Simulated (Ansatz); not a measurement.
For Ta5Ge3 (I4/mcm, No. 140; structure not from a measured cell), LDA in Ansatz (plane waves, PAW) gives:

```
Property                Value
-------------------  --------
lattice parameter a   6.553 Å
c axis length        11.870 Å
```

**Question.** What does r²SCAN (PAW; Ansatz, a program for electronic structure) give for the same quantities?

**Answer.** 
- lattice constant a: 6.627 Å (grows by 1.1 %)
- lattice parameter c: 12.025 Å (goes up by 1.3 %)

Changes are worked out from the printed values.

Unless a cell is named, each level is at its own relaxed cell (LDA 15.93, r²SCAN 16.50 Å³/atom).

Levels without +SOC leave out spin–orbit coupling, which shifts energies and cells of such heavy elements.

Caveats: the relaxation could not lower the start's symmetry, so the cell can be a saddle point above a distorted one (LDA, r²SCAN). Ansatz's density-functional and Hartree–Fock values are scalar-relativistic unless marked +SOC, with PAW data made under PBE.
